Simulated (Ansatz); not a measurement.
# NiSi2: pressure series

Consider NiSi₂ (space group Fm-3m, No. 225; a = 5.390 Å; non-magnetic).

Cell and atoms are relaxed at each pressure.

Calculations: Ansatz (a program for electronic structure) r2SCAN, no spin-orbit coupling, earlier PAW set.

Notes on the quantities. enthalpy: H = E + PV relative to the base's energy.

```csv
case,lattice parameter a,enthalpy
base,10.185 bohr,–
pressure −2 GPa,?,-0.16 eV/atom
pressure −1 GPa,10.206 bohr,-0.08 eV/atom
pressure 0.3 GPa,10.179 bohr,+0.02 eV/atom
pressure 0.7 GPa,10.171 bohr,+0.06 eV/atom
pressure 1.5 GPa,10.154 bohr,+0.12 eV/atom
pressure 3 GPa,10.124 bohr,+0.24 eV/atom
pressure 5 GPa,10.087 bohr,+0.40 eV/atom
pressure 7.5 GPa,10.043 bohr,+0.60 eV/atom
pressure 10 GPa,10.001 bohr,+0.79 eV/atom
```

**Question.** Some entries are withheld; estimate them.

**Answer.** 
- pressure −2 GPa, lattice parameter a: 10.228 bohr

Load acts through the strain it causes; cell and atoms are relaxed under it. No phonon test of stability was made. No other phases were tried under pressure. Seeded moments were not kept for the base. The final runs are not spin-polarised.
